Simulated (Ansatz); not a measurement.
**fcc Al (1 1 1) on wurtzite CdS (0 0 1) (film strained to the substrate, faces as cut)**

A periodic stack without vacuum, fcc Al (1 1 1) on wurtzite CdS (0 0 1) (film strained to the substrate, faces as cut): substrate slab Cd12S12, film Al28, surface cells [[-1, 1], [-2, -1]] and [[1, -3], [3, -2]], film strained by -3.9 and -3.9 %, faces S/Cd and Al/Al as cut (like faces can put a slab off its formula).

The start was prepared with a machine-learned potential, and the result is one local minimum, with the in-plane cell held and forces under 0.04 eV/Å; the film can end far from its bulk form.

The numbers are results of PBE (plane waves to 420 eV, PAW; Ansatz, an electronic-structure program), not measurements. No spin–orbit coupling; the runs are not spin-polarised; PBE gaps are too small against experiment. Its k-point mesh 4×4×1, Fermi–Dirac width 0.05 eV.

```
Item                                                                                        Value
--------------------------------------------------------------------------------  ---------------
interface area                                                                            45.7 Å²
period                                                                                    24.49 Å
gaps between the outermost planes at the two interfaces                           2.57 and 2.27 Å
Al–Cd contacts across the interfaces within 1.22 times the sum of covalent radii   6, mean 3.00 Å
Al–S contacts across the interfaces within 1.22 times the sum of covalent radii    3, mean 2.42 Å
```

```
CELL_PARAMETERS angstrom
      7.26693     0.00116     0.13840
      3.63458     6.29408    -0.04217
      3.18162     2.54710    24.51110
ATOMIC_POSITIONS crystal
  Cd 0.67303 0.28060 0.10278
  Cd 0.33396 0.95321 0.10294
  Cd 0.00342 0.61916 0.10245
  Cd 0.95647 0.23827 0.24258
  Cd 0.62383 0.90223 0.24255
  Cd 0.29199 0.56926 0.24231
  S  0.63716 0.24646 0.20646
  S  0.30059 0.91685 0.20659
  S  0.97040 0.58295 0.20622
  S  0.01096 0.30555 0.06447
  S  0.67891 0.95900 0.06454
  S  0.35824 0.62671 0.06552
  Cd 0.57633 0.19112 0.38223
  Cd 0.24335 0.85680 0.38205
  Cd 0.90962 0.52434 0.38229
  Cd 0.86239 0.15067 0.52523
  Cd 0.51913 0.81552 0.52579
  Cd 0.19739 0.47310 0.52656
  S  0.54263 0.15829 0.48632
  S  0.20483 0.82345 0.48631
  S  0.87102 0.49692 0.48646
  S  0.92190 0.20306 0.34646
  S  0.58824 0.86955 0.34642
  S  0.25527 0.53578 0.34619
  Al 0.19894 0.88629 0.63134
  Al 0.76723 0.02827 0.63548
  Al 0.33909 0.17426 0.63229
  Al 0.91131 0.31421 0.63152
  Al 0.47855 0.45411 0.64620
  Al 0.05375 0.59979 0.63563
  Al 0.62506 0.74197 0.63587
  Al 0.64084 0.46546 0.74451
  Al 0.20521 0.61342 0.74518
  Al 0.78031 0.75345 0.74220
  Al 0.35658 0.89627 0.73281
  Al 0.92345 0.04355 0.73141
  Al 0.49121 0.17994 0.74419
  Al 0.07008 0.33134 0.73144
  Al 0.08144 0.05380 0.83753
  Al 0.65436 0.19231 0.84152
  Al 0.21930 0.33784 0.84259
  Al 0.79359 0.48226 0.84491
  Al 0.36581 0.62597 0.84249
  Al 0.93300 0.76704 0.84380
  Al 0.51024 0.90635 0.84238
  Al 0.50326 0.62459 0.97184
  Al 0.09197 0.77134 0.93842
  Al 0.66909 0.91110 0.97042
  Al 0.25415 0.04926 0.93833
  Al 0.81273 0.21169 0.93840
  Al 0.38672 0.34457 0.93813
  Al 0.95539 0.46009 0.97052
```
